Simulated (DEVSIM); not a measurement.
Device: Ru/Al2O3/n-InP capacitor, at 300 K.

```tsv
layer (left to right)	material	thickness (nm)	Nd (cm⁻³)
1	Al2O3	29.0	-
2	InP	11000	3.1e15
```

Metal gate on the left, work function 4.7 eV. Fixed charge at the semiconductor interface 4e11 cm⁻² (in units of +e); interface traps 2.1e12 cm⁻² eV⁻¹, uniform in energy, neutral level at 0.3 of the gap above the valence band.

This is a model device: material constants are rounded textbook-type values typed into the input, and sizes, dopings and lifetimes were drawn at random. Values at 300 K.

| parameter | Al2O3 | InP |
|---|---|---|
| gap (eV) | 6.8 | 1.344 |
| affinity (eV) | 1.35 | 4.38 |
| permittivity | 9 | 12.5 |
| Nc (cm⁻³) | - | 5.7e17 |
| Nv (cm⁻³) | - | 1.1e19 |

Simulated with DEVSIM: 1D Poisson equation in equilibrium, Boltzmann statistics, complete ionisation; no quantum confinement or tunnelling. Metal contacts follow the ideal Schottky-Mott rule: no Fermi-level pinning, no interface dipoles.

The interface trap density was swept, all else fixed.

```
interface trap density (cm^-2 eV^-1)  minimum of the low-frequency capacitance (μF/cm²)  flat-band voltage (V)
------------------------------------  -------------------------------------------------  ---------------------
0                                                                                0.0172                  -0.05
1e10                                                                             0.0186                  -0.05
1e11                                                                             0.0306                   0.00
3e11                                                                             0.0536                   0.09
1e12                                                                              0.108                   0.42
2e12                                                                              0.152                   0.89
2.1e12                                                                            0.155                   0.94
```

From the first row to the last the minimum of the low-frequency capacitance goes from 0.0172 to 0.155. From the first row to the last the flat-band voltage goes from -0.05 to 0.94.
